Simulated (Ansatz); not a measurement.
We consider cubic perovskite KNiF3, described by PBEsol in Ansatz (plane waves, PAW).

Settings: plane-wave cutoff 520 eV, 8×8×8 k mesh, Fermi–Dirac smearing 0.01 eV, spin-polarised with parallel moments, scalar-relativistic PAW data made under PBE.

Cell (measured lattice):

```yaml
crystal:
  lattice:
    - [4.01300, 0.00000, 0.00000]
    - [0.00000, 4.01300, 0.00000]
    - [0.00000, 0.00000, 4.01300]
  atoms:
    - { symbol: K, position: [0.00000, 0.00000, 0.00000] }
    - { symbol: Ni, position: [0.50000, 0.50000, 0.50000], spin: 2.0 }
    - { symbol: F, position: [0.50000, 0.00000, 0.50000] }
    - { symbol: F, position: [0.00000, 0.50000, 0.50000] }
    - { symbol: F, position: [0.50000, 0.50000, 0.00000] }
```

Question: Give the computed band gap, smallest direct gap on the k points sampled and Γ–Γ gap.

Answer: 
band gap: 0.46 eV (indirect)
smallest direct gap on the k points sampled: 0.78 eV
Γ–Γ gap: 1.40 eV

Note: the magnetic order was assumed, not searched for or taken from measurement; cell and atoms aren't relaxed at this level (pressure -0.7 GPa); without U or exact exchange, gaps and moments of open d shells tend to come out too small.

Spins in the cell block are starting values.

Computed values are for the static lattice.

It cost around 40 core-seconds (rough) of CPU time.

Ansatz is a quantum-chemistry and plane-wave program.
